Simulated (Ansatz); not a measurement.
monoclinic HfO2 (0 0 1) on alpha cristobalite (0 0 1) (film strained to the substrate, started from cuts of the bulks and a machine-learned relaxation; slabs Si8O14 and Hf10O22, which can lie off the formulas)

A periodic stack without vacuum, monoclinic HfO2 (0 0 1) on alpha cristobalite (0 0 1) (film strained to the substrate, started from cuts of the bulks and a machine-learned relaxation; slabs Si8O14 and Hf10O22, which can lie off the formulas): substrate slab Si8O14, film Hf10O22, surface cells [[0, 1], [-1, 0]] and [[0, 1], [-1, 0]], film strained by -2.5 and -1.5 %, outermost planes Si/Si and O/O as cut, which need not be the usual terminations and can put a slab off its formula.

The start was prepared with a machine-learned potential, and the result is one local minimum, with the in-plane cell held and forces under 0.04 eV/Å; the film can end far from its bulk form.

Levels used, each named beside its values: PBE (plane waves to 420 eV, PAW; Ansatz, a quantum-chemistry and plane-wave program); HSE06 (plane waves to 420 eV, PAW; Ansatz). Geometries and values that name no level are of the first. Scalar-relativistic, without spin–orbit coupling; PBE gaps are too small against experiment. Its k-point mesh 5×5×1, Fermi–Dirac width 0.05 eV. HSE06 ran on meshes of its own (4×4×3, 3×3×3); its edges and gaps are taken over the mesh and over extra points off it, mostly where PBE has its edges.

* **interface area**: 25.9 Å²
* **period**: 28.08 Å
* **heights between the nearest atoms of the two slabs at the two interfaces**: 0.66 and 0.86 Å
* **O–Si contacts across the interfaces within 1.22 times the sum of covalent radii**: 4, mean 1.64 Å
* **Hf–Si contacts across the interfaces within 1.22 times the sum of covalent radii**: 4, mean 3.23 Å
* **PBE gap of the stack on the mesh, by band count**: 4.07 eV
* **Fermi level over the substrate's valence edge (PBE)**: +2.85 eV
* **valence offset, film less substrate (PBE, at the middle of a substrate layer that carries a field)**: +0.55 eV
* **conduction offset (PBE, at the middle of a substrate layer that carries a field)**: -0.74 eV
* **valence offset, film less substrate (HSE06 edges on the PBE line-up, at the middle of a substrate layer that carries a field)**: +0.80 eV
* **conduction offset (HSE06 edges on the PBE line-up, at the middle of a substrate layer that carries a field)**: -0.66 eV
* **spin-polarised check at this geometry**: falls back to no moment
* **slope of the mean potential energy in the substrate**: +1.2 MV/cm × e
* **levels of the stack inside the substrate's PBE gap at the listed points (of the film's bands or of the interfaces)**: 31

```yaml
crystal:
  lattice:
    - [5.08285, -0.00064, -0.06303]
    - [0.00000, 5.08304, -0.17226]
    - [2.17514, -2.28427, 28.14583]
  atoms:
    - { symbol: Si, position: [0.01160, 0.23202, 0.14535] }
    - { symbol: Si, position: [0.63189, 0.73719, 0.01753] }
    - { symbol: Si, position: [0.53392, 0.28059, 0.08202] }
    - { symbol: Si, position: [0.07547, 0.77247, 0.20876] }
    - { symbol: O, position: [0.04505, 0.46138, 0.18933] }
    - { symbol: O, position: [0.22813, 0.25622, 0.10133] }
    - { symbol: O, position: [0.57422, 0.56844, 0.06296] }
    - { symbol: O, position: [0.71991, 0.25304, 0.12566] }
    - { symbol: O, position: [0.04119, 0.94554, 0.16470] }
    - { symbol: O, position: [0.59986, 0.04841, 0.03794] }
    - { symbol: Si, position: [0.91660, 0.48562, 0.39894] }
    - { symbol: Si, position: [0.55251, 0.89881, 0.27215] }
    - { symbol: Si, position: [0.44298, 0.43850, 0.33547] }
    - { symbol: Si, position: [0.87137, 0.03305, 0.46149] }
    - { symbol: O, position: [0.92601, 0.79944, 0.41745] }
    - { symbol: O, position: [0.13825, 0.41604, 0.35537] }
    - { symbol: O, position: [0.48967, 0.72509, 0.31619] }
    - { symbol: O, position: [0.63072, 0.40672, 0.37892] }
    - { symbol: O, position: [0.85905, 0.85542, 0.25265] }
    - { symbol: O, position: [0.96757, 0.31337, 0.44296] }
    - { symbol: O, position: [0.36810, 0.81527, 0.22814] }
    - { symbol: O, position: [0.50473, 0.20952, 0.29127] }
    - { symbol: Hf, position: [0.34711, 0.22550, 0.54077] }
    - { symbol: Hf, position: [0.81364, 0.77525, 0.55739] }
    - { symbol: O, position: [0.04290, 0.47313, 0.56830] }
    - { symbol: O, position: [0.53595, 0.55704, 0.52946] }
    - { symbol: O, position: [0.59872, 0.12193, 0.59000] }
    - { symbol: O, position: [0.10904, 0.03052, 0.60223] }
    - { symbol: O, position: [0.04836, 0.97611, 0.50658] }
    - { symbol: O, position: [0.57397, 0.03694, 0.48504] }
    - { symbol: Hf, position: [0.26385, 0.50266, 0.73261] }
    - { symbol: Hf, position: [0.37094, 0.93384, 0.65239] }
    - { symbol: Hf, position: [0.75676, 0.07720, 0.74809] }
    - { symbol: Hf, position: [0.88275, 0.35524, 0.63634] }
    - { symbol: O, position: [0.97899, 0.75974, 0.76180] }
    - { symbol: O, position: [0.66362, 0.68170, 0.62477] }
    - { symbol: O, position: [0.49125, 0.82215, 0.71939] }
    - { symbol: O, position: [0.14609, 0.61223, 0.66537] }
    - { symbol: O, position: [0.53122, 0.40609, 0.78217] }
    - { symbol: O, position: [0.03821, 0.31616, 0.79401] }
    - { symbol: O, position: [0.06121, 0.17216, 0.69793] }
    - { symbol: O, position: [0.57772, 0.26262, 0.68641] }
    - { symbol: Hf, position: [0.16854, 0.80470, 0.92839] }
    - { symbol: Hf, position: [0.30314, 0.21809, 0.84450] }
    - { symbol: Hf, position: [0.69990, 0.35868, 0.93488] }
    - { symbol: Hf, position: [0.80904, 0.64714, 0.82820] }
    - { symbol: O, position: [0.90959, 0.07282, 0.95349] }
    - { symbol: O, position: [0.58655, 0.96349, 0.81482] }
    - { symbol: O, position: [0.41999, 0.10021, 0.91296] }
    - { symbol: O, position: [0.06478, 0.90831, 0.85915] }
    - { symbol: O, position: [0.42481, 0.65038, 0.97559] }
    - { symbol: O, position: [0.89872, 0.61996, 0.98674] }
    - { symbol: O, position: [0.99543, 0.46708, 0.88927] }
    - { symbol: O, position: [0.50843, 0.54280, 0.87749] }
```
